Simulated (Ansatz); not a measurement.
Hg (R-3m, No. 166, 1 atoms in the cell) was calculated with PBEsol+SOC in Ansatz (PAW).

Run with plane-wave cutoff 520 eV, 20×20×20 k mesh, Fermi–Dirac smearing 0.05 eV, PAW data made under PBE.

Response to compression and expansion:

Shape and atoms are relaxed at each volume.

```csv
V (Å³/atom),P (GPa),c (Å),a (Å)
22.349,1.82,6.463,3.461
22.815,0.83,6.437,3.504
23.280,0.01,6.402,3.549
23.746,-0.54,6.322,3.607
24.211,-0.27,5.931,3.760
```

Note: the relaxation could not lower the start's symmetry, so the cell can be a saddle point above a distorted one.

Ansatz is a first-principles code.
